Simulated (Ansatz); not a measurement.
# Converging the plane-wave cutoff: K2Pd (P4mm, 3 atoms in the cell)

```xyz
3
Lattice="5.6841 0.0000 0.0000 0.0000 5.6841 0.0000 0.0000 0.0000 3.6763" Properties=species:S:1:pos:R:3 pbc="T T T"
K      0.0000     2.8420     1.8382
K      2.8420     0.0000     1.8382
Pd     0.0000     0.0000     0.0500
```

Method: PBEsol, default PAW files made with PBE (plane waves; Ansatz, a first-principles code).

Base settings: basis.ecutwfc = 420 eV; kpoints.mp_grid.grid = 6 6 9; hamiltonian.xc = pbesol; hamiltonian.pseudopotentials = {kind: paw} (the program's default PAW files); scf.occupations.method = fermi_dirac; scf.occupations.width = 0.1 eV.

The second cell is the first with its lattice scaled by 0.98.

The mesh stays at the base's, so the ladder's end is converged at best in this setting alone.

The first pressure column holds Ansatz's estimate of the finite-basis (Pulay) stress, which hides part of the cutoff error; the other is without it.

Only quantities that move along the ladder and can be compared are tabulated.

The count of work is k-points × plane waves × bands × iterations; it is no time. 

The starting cell comes from a database of computed structures (which also holds hypothetical and non-ambient phases and stackings), without a prior relaxation at this level. Its lattice was rescaled by up to half a per cent. One atom was moved a little off its site on purpose. Spin polarisation is off.

```csv
basis.ecutwfc,free energy less the last step's (meV/atom),energy of the compressed cell less the first (meV/atom),pressure (GPa),pressure without the Pulay estimate (GPa),largest difference of a force vector from the last step's (eV/Å),count of work / last
145 eV,27483.46,108.78,1.29,-337.57,0.046,0.086
170 eV,12248.84,-36.30,-1.75,-185.79,0.109,0.099
190 eV,6313.35,-30.79,-1.91,-111.38,0.010,0.10
210 eV,3171.34,-21.63,-1.02,-64.81,0.034,0.12
230 eV,1519.61,-8.92,-0.76,-36.31,0.004,0.12
250 eV,698.49,-2.48,-0.85,-19.78,0.002,0.12
295 eV,97.71,-9.51,-0.99,-4.70,0.003,0.16
335 eV,11.90,-10.08,-0.99,-1.61,0.000,0.19
380 eV,1.11,-10.03,-0.99,-1.02,0.000,0.23
420 eV,0.76,-10.05,-0.99,-1.00,0.000,0.27
460 eV,0.48,-10.05,-0.99,-1.00,0.000,0.30
505 eV,0.26,-10.06,-0.99,-0.99,0.000,0.35
565 eV,0.21,-10.06,-0.99,-0.99,0.000,0.41
630 eV,0.15,-10.06,-0.99,-0.99,0.000,0.50
735 eV,0.06,-10.07,-0.99,-0.99,0.000,0.62
840 eV,0.03,-10.07,-0.99,-0.99,0.000,0.76
1010 eV,0.00,-10.07,-0.99,-0.99,0.000,1.0
```

Coarsest basis.ecutwfc that holds the pressure within 0.1 GPa of the last step, with all finer ones: 295 eV, at 0.16 of the last step's count of work; the step before is off by 0.14 GPa.

Coarsest basis.ecutwfc that holds the pressure without the Pulay estimate within 1 GPa of the last step, with all finer ones: 335 eV, at 0.19 of the last step's count of work; the step before is off by 3.7 GPa.

Coarsest basis.ecutwfc that holds the energy of the compressed cell less the first within 2 meV/atom of the last step, with all finer ones: 295 eV, at 0.16 of the last step's count of work; the step before is off by 7.6 meV/atom.

The energy difference between the two cells stays within 1 meV/atom of the last step's from 295 eV on, the total only from 420 eV on: much of the error is common to both cells and cancels.

At the lowest cutoff the pressure without the Pulay estimate lies 337 GPa under the last step's, the usual sign of Pulay stress in an incomplete plane-wave basis.

Keys are those of Ansatz 0.2.
